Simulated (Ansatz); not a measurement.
Take LuCl3 (space group R-3c, No. 167; a hypothetical phase, not in the database extracts checked) as the base.

```
CELL_PARAMETERS angstrom
      3.21569     1.85658     5.88867
     -3.21569     1.85658     5.88867
      0.00000    -3.71316     5.88867
ATOMIC_POSITIONS crystal
  Lu 0.00000 0.00000 0.00000
  Lu 0.50000 0.50000 0.50000
  Cl 0.09376 0.40624 0.75000
  Cl 0.75000 0.09376 0.40624
  Cl 0.40624 0.75000 0.09376
  Cl 0.90624 0.59376 0.25000
  Cl 0.25000 0.90624 0.59376
  Cl 0.59376 0.25000 0.90624
```

Cartesian axes are those of the cell as printed.

Method: PBEsol (Ansatz, a quantum-chemistry and plane-wave program, PAW, no spin-orbit coupling).

The change: uniaxial strain ε_zz = −2.08 %, all other strain components held at zero, atoms relaxed at fixed cell.

Task: Predict the stress tensor and what it implies for the stiffness.

Result: Stress of the strained cell less that of the base (GPa, compression positive):
```
   0.33    0.00    0.00
   0.00    0.33    0.00
   0.00    0.00    1.00
```

Then −Δσ_ii/ε with ε = -0.0208 gives secant stiffness values (nonlinear terms included at this strain): C33 ≈ 48 GPa, C13 ≈ 16 GPa and C23 ≈ 16 GPa.

Whether these cells are dynamically stable was not tested. The base started in R32 and relaxed to R-3c at this level.
